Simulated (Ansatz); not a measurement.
## BN (I-4m2): band-edge transport data

Data:

```
CELL_PARAMETERS angstrom
      0.00000     1.79189     1.86999
      1.79189     0.00000     1.86999
      1.79189     1.79189     0.00000
ATOMIC_POSITIONS crystal
  B  0.00000 0.00000 0.00000
  N  0.25000 0.25000 0.25000
```

The numbers are results of r2SCAN, rigid bands (plane waves, PAW, scalar-relativistic; Ansatz, a first-principles code), not measurements. Condition of this run: uniaxial stress along [001] of -27 GPa (compression positive) (the target of the relaxation). Cell: cell and atoms relaxed with PBEsol, then loaded as said.

```yaml
band_gap: 4.59 eV
electron conductivity mass (300 K, dilute): 0.44 (x), 0.44 (y), 0.31 (z) mₑ
hole conductivity mass (300 K, dilute): 0.53 (x), 0.53 (y), 0.56 (z) mₑ
effective density of states N_c (300 K): 1.4e19 cm⁻³
effective density of states N_v (300 K): 4.5e19 cm⁻³
density_of_states_mass_electrons: 0.67 mₑ
density_of_states_mass_holes: 1.48 mₑ
Seebeck coefficient, n-type 1e19 cm⁻³, 300 K: -248 μV/K
best n-type power factor at 300 K for τ = 10 fs (best axis; densities from 1e16 to 1e21 cm⁻³ tried, whether or not they can be reached): 7.4 μW/(cm·K²) at 3e19 cm⁻³
Seebeck coefficient, p-type 1e19 cm⁻³, 300 K: 339 μV/K
best p-type power factor at 300 K for τ = 10 fs (best axis; densities from 1e16 to 1e21 cm⁻³ tried, whether or not they can be reached): 12.5 μW/(cm·K²) at 1e20 cm⁻³
```

Rigid bands; masses and Seebeck coefficients take one relaxation time τ for all states and one kind of carrier; polarons and phonon drag are left out. Spin-orbit coupling is left out. Geometry: cell and atoms relaxed with PBEsol.
